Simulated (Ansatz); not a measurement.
## Hypothetical Fddd MoSi2, response to strain

The reference is MoSi2 (space group Fddd, No. 70; a hypothetical phase, not in the database extracts checked).

```
MoSi2
1.0
    0.00000     3.97925     4.36331
    2.28560     0.00000     4.36331
    2.28560     3.97925     0.00000
Si Mo
4 2
Cartesian
  2.28560   5.28522   4.36331
  2.28560   2.67327   4.36331
  3.42840   4.66289   6.54496
  3.42840   7.27485   6.54496
  0.00000   0.00000   0.00000
  1.14280   1.98962   2.18165
```

Cartesian axes are those of the cell as printed.

Strains are applied to the cell and any free atomic positions relax; under biaxial strain the out-of-plane vector relaxes too; under stress the whole cell relaxes.

All numbers come from PBEsol (Ansatz, a quantum-chemistry and plane-wave program; PAW; 420 eV plane waves; no spin-orbit coupling).

Candidates:
(a) isotropic strain −1.92 %
(b) biaxial strain +0.69 %, plane normal [001], relaxed out of plane
(c) isotropic strain +1.32 %
(d) tensor shear ε_xz = −0.45 %
(e) uniaxial stress, 8 GPa tension along x

Notes on the quantities. energy relative to the base: free energy F.

Task: Order them by energy relative to the base, highest first.

Result: (a) isotropic strain −1.92 % (+32 meV/atom), (c) isotropic strain +1.32 % (+14 meV/atom), (e) uniaxial stress, 8 GPa tension along x (+7.0 meV/atom), (b) biaxial strain +0.69 %, plane normal [001], relaxed out of plane (+1.2 meV/atom), (d) tensor shear ε_xz = −0.45 % (+0.5 meV/atom)

Without a gap, meshes like the base's 13×13×13 leave anisotropic stresses uncertain by several tenths of a GPa, and small strain energies with them. Stability under load was not tested beyond the relaxation. The final runs are not spin-polarised.
